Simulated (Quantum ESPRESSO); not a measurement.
Quantum ESPRESSO run on Cr3Ni (I4/mmm, 4 atoms in the cell): self-consistent single point.

Level of theory: LDA (PZ), GBRV 1.5 ultrasoft (LDA) pseudopotentials (plane waves; Quantum ESPRESSO).

```xyz
4
Lattice="1.7912 -1.7912 3.5694 1.7912 1.7912 3.5694 -1.7912 -1.7912 3.5694" Properties=species:S:1:pos:R:3 pbc="T T T"
Cr     0.0000     0.0000     3.5694
Cr    -1.7912     0.0000     1.7847
Cr     0.0000     1.7912     1.7847
Ni     0.0000     0.0000     0.0000
```
Moments meant for the start (each program seeds them in its own way; μB, in the order of the atoms Cr Cr Cr Ni): 3.0 0.0 0.0 0.0.

Reference input (self-consistent single point, DFT, PBEsol, plane waves, GBRV 1.5 ultrasoft (PBESOL) pseudopotentials): ecutwfc = 50 Ry; ecutrho = 400 Ry; occupations = smearing; smearing = gauss; degauss = 0.019992 Ry; nspin = 2; K_POINTS = automatic 7 7 7 0 0 0; conv_thr = 1e-09 Ry; mixing_beta = 0.4. This run's input differs from it in these lines:

```diff
@@ -27,5 +27,5 @@
 ATOMIC_SPECIES
-Cr1   51.9961  cr_pbesol_v1.5.uspp.F.UPF
-Cr2   51.9961  cr_pbesol_v1.5.uspp.F.UPF
-Ni    58.6934  ni_pbesol_v1.4.uspp.F.UPF
+Cr1   51.9961  cr_lda_v1.5.uspp.F.UPF
+Cr2   51.9961  cr_lda_v1.5.uspp.F.UPF
+Ni    58.6934  ni_lda_v1.4.uspp.F.UPF
 ATOMIC_POSITIONS crystal
```

Output, abridged:

```
     Self-consistent Calculation

     iteration #  1     ecut=    50.00 Ry     beta= 0.40

     negative rho (up, down):  8.471E-04 9.348E-04

     total energy              =    -846.81181423 Ry
     estimated scf accuracy    <      54.58703667 Ry

     total magnetization       =     1.19 Bohr mag/cell
     absolute magnetization    =     1.39 Bohr mag/cell

     iteration #  2     ecut=    50.00 Ry     beta= 0.40

     negative rho (up, down):  1.474E-03 1.789E-03

     total energy              =    -867.32177930 Ry
     estimated scf accuracy    <      54.41146897 Ry

     total magnetization       =     1.13 Bohr mag/cell
   [... lines left out ...]

     total energy              =    -869.61652211 Ry
     estimated scf accuracy    <          1.5E-09 Ry

     total magnetization       =    -0.00 Bohr mag/cell
     absolute magnetization    =     0.00 Bohr mag/cell

     iteration # 31     ecut=    50.00 Ry     beta= 0.40

     negative rho (up, down):  6.253E-04 6.256E-04

     Magnetic moment per site  (integrated on atomic sphere of radius R)
     atom   1 (R=0.291)  charge= 12.3691  magn=  0.0002
     atom   2 (R=0.291)  charge= 12.3508  magn=  0.0001
     atom   3 (R=0.291)  charge= 12.3508  magn=  0.0001
     atom   4 (R=0.291)  charge= 16.9339  magn=  0.0000
     End of self-consistent calculation

     the Fermi energy is    18.4733 ev

!    total energy              =    -869.61652213 Ry
     estimated scf accuracy    <          4.4E-10 Ry
     smearing contrib. (-TS)   =      -0.01512001 Ry
     internal energy E=F+TS    =    -869.60140212 Ry

     total magnetization       =     0.00 Bohr mag/cell
     absolute magnetization    =     0.00 Bohr mag/cell

     convergence has been achieved in  31 iterations

     negative rho (up, down):  6.253E-04 6.256E-04

     Forces acting on atoms (cartesian axes, Ry/au):

     atom    1 type  1   force =     0.00000000    0.00000000    0.00000000
   [... zero for the other atoms too ...]

     Total force =     0.000000     Total SCF correction =     0.000000

     negative rho (up, down):  6.253E-04 6.256E-04
          total   stress  (Ry/bohr**3)                   (kbar)     P=     -158.03
  -0.00106150  -0.00000000  -0.00000000         -156.15       -0.00       -0.00
  -0.00000000  -0.00106150   0.00000000           -0.00     -156.15        0.00
  -0.00000000   0.00000000  -0.00109978           -0.00        0.00     -161.78

   JOB DONE.
```

The run converged in 31 iterations. Against the reference run the pressure goes from -8.71 to -15.80 GPa and the size of the net moment goes from 0.10 to 0.00 μB/atom.

The starting cell comes from a database of computed structures (which also holds hypothetical and non-ambient phases and stackings), without a prior relaxation at this level. Its lattice was rescaled by a random factor within 2.5 % of one. The starting moments vanished: the run ended non-magnetic, which need not be the lowest state. With a pressure of about -16 GPa the cell is away from its equilibrium volume at this level.

Cost on one core of a shared machine: roughly 5 min.
